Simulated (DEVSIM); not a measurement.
Structure: Schottky contact on p-type Si, at 250 K.

Layer 1 from the left is Si, thickness (μm) 4.70, Na (cm⁻³) 6.1e16, τn (s) 3.6e-5, τp (s) 3.6e-5. Layer 2 from the left is Si, thickness (μm) 15.0, Na (cm⁻³) 7e17, τn (s) 3.6e-5, τp (s) 3.6e-5.

Left contact: Schottky, work function 4.364 eV, emission velocity 2.1e6 cm/s. Right contact: ohmic. Voltage is applied to the left contact. Recombination: SRH at mid-gap, Auger. Mobility is μmin + (μ − μmin)/(1 + (N/Nref)^α).

This is a model device: material constants are rounded textbook-type values typed into the input, and sizes, dopings and lifetimes were drawn at random. Values at 300 K; Nc and Nv go as T^1.5, mobilities as T to minus their exponent, the gap by Varshni's rule with the affinity fixed.

Si: gap (eV) 1.124, affinity (eV) 4.05, permittivity 11.7, Nc (cm⁻³) 2.86e19, Nv (cm⁻³) 3.1e19, μn (cm²/Vs) 1417, μp (cm²/Vs) 470, μn,min 52, μp,min 45, Nref,n 9.7e16, Nref,p 2.2e17, αn 0.68, αp 0.72, T exponent of μn 2.3, T exponent of μp 2.2, Cn (cm⁶/s) 2.8e-31, Cp (cm⁶/s) 9.9e-32, Varshni α (eV/K) 0.000473, Varshni β (K) 636.

Simulated with DEVSIM: 1D drift-diffusion, Boltzmann statistics, complete ionisation; no tunnelling, impact ionisation, image-force lowering or self-heating. Metal contacts follow the ideal Schottky-Mott rule: no Fermi-level pinning, no interface dipoles.

Dark forward current:

```csv
|V| (V),|J| (A/cm²)
0.05,1.876e-9
0.10,2.095e-8
0.15,2.148e-7
0.20,2.185e-6
0.25,2.220e-5
0.30,0.0002254
0.35,0.002286
0.40,0.02317
0.45,0.2341
0.50,2.327
0.55,20.59
0.60,110.8
0.65,301.0
0.70,549.8
0.75,827.3
0.80,1121
0.85,1423
0.90,1733
0.95,2046
```

### Question
Work out the local ideality factor n = ΔV / (kT/q · ln(J2/J1)) between the rows 0.10 and 0.15 V, 0.90 and 0.95 V.

### Answer
kT/q = 21.54 mV. From 0.10 to 0.15 V: ln(2.148e-7/2.095e-8) = 2.328, n = 1.00, near the 1 of diffusion or emission over a barrier. From 0.90 to 0.95 V: ln(2046/1733) = 0.166, n = 13.98; the layers' resistance at their doping, Σ W/(qμN) = 0.00014 Ω cm², would take 45 mV of this step of 50 mV.

### Question
Estimate the current at 0.30 V for emission alone, J0 = q v N_band exp(−φB/kT), and read the barrier back from the simulated current.

### Answer
φB = 0.822 eV, N_band = 2.36e19 cm⁻³, J0 = 2.11e-10 A/cm²; J = J0 (exp(qV/kT) − 1) = 0.000236 A/cm². The simulation gives 0.000225 A/cm²; the estimate lies 4.6 % above. Read backwards, the simulated current gives an apparent barrier of 0.823 eV. The estimate leaves out transport through the depletion region and minority injection.
